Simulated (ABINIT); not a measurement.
A working ABINIT input for Ta (Fm-3m, 1 atom in the cell) (DFT, LDA (PW92), plane waves, norm-conserving pseudopotentials (PseudoDojo nc-sr-04 LDA standard)):

```
# Ta, PseudoDojo nc-sr-04 LDA standard
pp_dirpath "./"
pseudos "Ta.upf"
acell 2.9839906166 2.9839906166 2.9839906166 Angstrom
rprim
        -0.0000000000    0.7071067812    0.7071067812
         0.7071067812   -0.0000000000    0.7071067812
         0.7071067812    0.7071067812   -0.0000000000
natom 1
ntypat 1
znucl 73
typat 1
xred    0.0000000000    0.0000000000    0.0000000000
ecut 789 eV
occopt 7
tsmear 0.05 eV
nband 12
kptopt 1
ngkpt 18 18 18
nshiftk 1
shiftk 0 0 0
nstep 100
toldfe 1.0e-09
prtwf 0
prtden 0
enunit 1
```

The run converged in 7 iterations: free energy E − TS -1772.86 eV; Fermi level (on the code's own zero) 12.94 eV; pressure -11.88 GPa. Each of these slips is then made, one at a time:

(1)
```diff
-ecut 789 eV
+ecut 29 eV
```

(2)
```diff
-typat 1
+typat
```

Task: How does each altered input end?

Result: 
(1) An energy in the wrong unit. The program stopped before any SCF iteration.
```
Number of bands nband= 12 > number of planewaves npw= 3
The number of eigenvectors cannot be greater that the size of the Hamiltonian!
Action: decrease nband or, alternatively, increase ecut
```

(2) A list of atom types shorter than the atom count. The program stopped before any SCF iteration.
```
An error occurred reading data for keyword ` TYPAT`,
looking for 1 elements.
There is a problem with the input string:
XRED 0.0000000000 0.0000000000 0.0000000000 ECUT 789 EV OCCOPT 7 TSMEAR 0.05 EV NBAND 12 KPTOPT 1 NGKPT 18 18 18 NSHIFTK 1 SHIFTK 0 0 0 NSTEP 100 TOLDFE 1.0E-09 PRTWF 0 PRTDEN 0 ENUNIT 1
Maybe a disagreement between the declared di [...]
```

The starting cell comes from a database of published, mostly measured structures (it also holds non-ambient and calculated ones), without a prior relaxation at this level. Spin polarisation is off. In the base run, with a pressure of about -12 GPa the cell is away from its equilibrium volume at this level.

Left out of this page: 1 run of the series stopped by limits of time or memory; 2 runs of the series outside the window shown, repeating another row's setting, or not comparable.
